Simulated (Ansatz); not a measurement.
**Effect of biaxial strain −2.29 %, plane normal [001], relaxed out of plane on Sc**

Take Sc in the hcp (Mg type) structure (space group P6_3/mmc, No. 194; a = 3.318 Å, c = 5.186 Å; relaxed with 0.1 eV smearing) as the base. Axes: x lies along a and z along c of the hexagonal cell.

Perturbation: biaxial strain −2.29 %, plane normal [001], relaxed out of plane (Cartesian); in-plane vectors clamped, the third vector and the atoms free.

All numbers come from PBE/PAW in Ansatz (an electronic-structure program), without spin-orbit coupling, earlier PAW set. k-mesh 20×20×11 (Γ-centred); smearing 0.1 eV (Fermi–Dirac).

- Space group: P6_3/mmc (No. 194) (base P6_3/mmc (No. 194))
- Shortest interatomic distance: 3.228 Å (base 3.224 Å)
- Pressure (mean of the normal stresses, compression positive): 1.9 GPa (base 0.0 GPa)
- Band gap: zero (base zero)
- Out-of-plane strain: +1.41 %
- Ratio −ε⊥/ε∥: 0.62

Final structure (turned so that z lies along the plane normal):

```xyz
2
Lattice="3.2420 0.0000 0.0000 1.6210 2.8077 0.0000 0.0000 0.0000 5.2593" Properties=species:S:1:pos:R:3 pbc="T T T"
Sc     1.6210     0.9359     3.9445
Sc     3.2420     1.8718     1.3148
```

Cost of the whole job for the changed cell (relaxation, final SCF and bands): around 50 core-seconds (rough).

Stability against distortions was not tested. The final runs are not spin-polarised.
